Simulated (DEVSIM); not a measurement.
Device: abrupt Si n-p junction, at 250 K.

| layer (left to right) | material | thickness (μm) | Nd (cm⁻³) | Na (cm⁻³) | τn (s) | τp (s) |
|---|---|---|---|---|---|---|
| 1 | Si | 2.90 | 5.8e17 | - | 0.00012 | 0.00012 |
| 2 | Si | 250 | - | 2.1e16 | 0.00012 | 0.00012 |

Left contact: ohmic. Right contact: ohmic. Voltage is applied to the left contact. Recombination: SRH at mid-gap, Auger. Mobility is constant in doping. Where it depends on doping, it is μmin + (μ − μmin)/(1 + (N/Nref)^α).

The device is made up for the run: typed textbook-type constants, with dimensions and the other settings drawn at random. Values at 300 K; Nc and Nv go as T^1.5, mobilities as T to minus their exponent, the gap by Varshni's rule with the affinity fixed. The table also holds parameters that only a changed run uses.

```csv
parameter,Si
gap (eV),1.124
affinity (eV),4.05
permittivity,11.7
Nc (cm⁻³),2.86e19
Nv (cm⁻³),3.1e19
μn (cm²/Vs),1417
μp (cm²/Vs),470
"μn,min",52
"μp,min",45
"Nref,n",9.7e16
"Nref,p",2.2e17
αn,0.68
αp,0.72
T exponent of μn,2.3
T exponent of μp,2.2
Cn (cm⁶/s),2.8e-31
Cp (cm⁶/s),9.9e-32
Varshni α (eV/K),0.000473
Varshni β (K),636
```

Model (solved in DEVSIM): 1D drift-diffusion, Boltzmann statistics, complete ionisation; no tunnelling, impact ionisation, image-force lowering or self-heating.

Base results: dark forward voltage at 100 A/cm² (V) 1.029; largest field in the device at zero bias (V/cm) 76000; potential step across the device at zero bias (V) 0.907; dark forward voltage at 1 A/cm² (V) 0.786.

### Question
What follows from this one change: temperature 250 → 350 K?

### Answer
dark forward voltage at 100 A/cm² 1.029 → 1.005 V; largest field in the device at zero bias little changed (73000 V/cm); potential step across the device at zero bias 0.907 → 0.759 V; dark forward voltage at 1 A/cm² 0.786 → 0.604 V.

### Question
What follows from this one change: thickness of layer 2 250 → 50 μm?

### Answer
dark forward voltage at 100 A/cm² 1.029 → 0.886 V; largest field in the device at zero bias little changed (76000 V/cm); potential step across the device at zero bias little changed (0.907 V); dark forward voltage at 1 A/cm² 0.786 → 0.758 V.

### Question
What follows from this one change: doping Na of layer 2 2.1e+16 → 6.3e+16 cm^-3?

### Answer
dark forward voltage at 100 A/cm² 1.029 → 0.999 V; largest field in the device at zero bias 76000 → 130000 V/cm; potential step across the device at zero bias 0.907 → 0.930 V; dark forward voltage at 1 A/cm² 0.786 → 0.792 V.

### Question
What follows from this one change: doping-dependent mobility in place of the constant one?

### Answer
dark forward voltage at 100 A/cm² little changed (1.027 V); largest field in the device at zero bias little changed (76000 V/cm); potential step across the device at zero bias little changed (0.907 V); dark forward voltage at 1 A/cm² 0.786 → 0.797 V.
